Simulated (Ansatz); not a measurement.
**How the Voigt–Reuss–Hill bulk modulus of hexagonal WC moves with the method**

No measured value is used here.

```tsv
level (code)	value (GPa)	cell (Å³/atom)
LDA (Ansatz)	423	10.13
PBE (Ansatz)	385	10.52
PBEsol (Ansatz)	408	10.29
PBE-D3(BJ) (Ansatz)	401	10.33
r²SCAN (Ansatz)	403	10.42
HSE06 (Ansatz)	425	10.28
```

Density-functional levels without +SOC have no spin–orbit coupling. PBE-D3(BJ): the dispersion coefficients are held fixed in the derivatives. HSE06: hybrids on metals are sensitive to the k mesh. HSE06: the run warned that the count of filled bands differs between k points. Each level is taken at its own relaxed cell. Cutoffs and k meshes differ between the levels. Ansatz's density-functional and Hartree–Fock values are scalar-relativistic unless marked +SOC, with PAW data made under PBE.

Ansatz is a quantum-chemistry and plane-wave program.
